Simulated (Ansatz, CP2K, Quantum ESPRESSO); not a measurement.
## One structure in several programs: Sr₂MoO₄ (I4/mmm, 7 atoms in the cell)

Self-consistent single point.

```
Sr2MoO4
1.0
   -1.94678     1.94678     6.48370
    1.94678    -1.94678     6.48370
    1.94678     1.94678    -6.48370
Sr Mo O
2 1 4
Direct
  0.35106   0.35106   0.00000
  0.64894   0.64894   0.00000
  0.00000   0.00000   0.00000
  0.50000   0.00000   0.50000
  0.00000   0.50000   0.50000
  0.83682   0.83682   0.00000
  0.16318   0.16318   0.00000
```

Shared settings, as Ansatz (a program for electronic structure) writes them: kpoints.mp_grid.grid = 7 7 7; scf.occupations.method = gaussian; scf.occupations.width = 0.05 eV. Potentials and cutoffs stand in the table.

```tsv
code	model	pressure (GPa)	largest force (eV/Å)	cutoff
Ansatz	LDA (PW92), PAW files made with PBE	-7.71	0.125	default
CP2K	LDA (Pade form), GPW, DZVP-MOLOPT-SR-GTH basis, GTH-PADE potentials (GTH_POTENTIALS)	-5.47	0.111	grid 500 Ry
Quantum ESPRESSO	LDA (PZ), GBRV 1.5 ultrasoft (LDA) pseudopotentials	-7.15	0.115	40 Ry
```

Size of the force on each atom (eV/Å): Sizes of forces hide their directions.

```tsv
code	Sr1	Sr2	Mo3	O4	O5	O6	O7
Ansatz	0.062	0.062	0.000	0.000	0.000	0.125	0.125
CP2K	0.091	0.091	0.000	0.000	0.000	0.111	0.111
Quantum ESPRESSO	0.062	0.062	0.000	0.000	0.000	0.115	0.115
```

On Ansatz's run: spin polarisation is off.

The spread over the programs that give each value: pressure within 2.24 GPa; largest force within 0.014 eV/Å.

CP2K uses small atom-centred bases, whose incompleteness enters pressures, forces and empty levels differently from a plane-wave cutoff. Ansatz's pressure is given at a fixed set of plane waves, as the other plane-wave codes print theirs; with its correction for the finite basis it is -7.31 GPa (the shift of 0.40 GPa shows how far the cutoff is from converged). The same LDA comes in different parametrisations, which differ slightly. In the pressure, CP2K (by 1.96) lies more than 1 GPa from the median of the plane-wave programs.

The starting cell comes from a database of computed structures (which also holds hypothetical and non-ambient phases and stackings), without a prior relaxation at this level.

Keys are those of Ansatz 0.2.
